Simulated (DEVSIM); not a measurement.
## Schottky contact on n-type Si

System: Schottky contact on n-type Si, at 300 K.

```csv
layer (left to right),material,thickness (μm),Nd (cm⁻³),τn (s),τp (s)
1,Si,0.530,7.9e15,1.1e-5,1.1e-5
```

Left contact: Schottky, work function 4.81 eV, emission velocity 1.1e7 cm/s. Right contact: ohmic. Voltage is applied to the left contact. Recombination: SRH at mid-gap, radiative, Auger. Mobility is constant in doping.

The device is made up for the run: typed textbook-type constants, with dimensions and the other settings drawn at random. Values at 300 K.

```tsv
parameter	Si
gap (eV)	1.124
affinity (eV)	4.05
permittivity	11.7
Nc (cm⁻³)	2.86e19
Nv (cm⁻³)	3.1e19
μn (cm²/Vs)	1417
μp (cm²/Vs)	470
B (cm³/s)	4.7e-15
Cn (cm⁶/s)	2.8e-31
Cp (cm⁶/s)	9.9e-32
```

DEVSIM, 1D drift-diffusion, Boltzmann statistics, complete ionisation; no tunnelling, impact ionisation, image-force lowering or self-heating. Metal contacts follow the ideal Schottky-Mott rule: no Fermi-level pinning, no interface dipoles.

- Potential step across the device at zero bias: 0.548 V
- Largest field in the device at zero bias: 36000 V/cm
- Dark forward voltage at 1 A/cm²: 0.310 V
- Dark forward voltage at 100 A/cm²: 0.437 V

Small-signal capacitance in reverse bias (quasi-static):

| V (V) | C (nF/cm²) |
|---|---|
| -0.1 | 32.4 |
| -0.25 | 29.1 |
| -0.5 | 25.3 |
| -0.75 | 22.8 |
| -1 | 21.2 |
| -1.5 | 19.9 |
| -2 | 19.6 |
| -2.5 | 19.6 |
| -3.25 | 19.6 |
| -4 | 19.5 |
| -5 | 19.5 |

Dark forward current:

| V (V) | J (A/cm²) |
|---|---|
| 0.05 | 4.1e-5 |
| 0.10 | 0.00032 |
| 0.15 | 0.0022 |
| 0.20 | 0.015 |
| 0.25 | 0.10 |
| 0.30 | 0.69 |
| 0.35 | 4.6 |
| 0.40 | 29 |
| 0.45 | 160 |
| 0.50 | 600 |
| 0.55 | 1500 |
| 0.60 | 2700 |
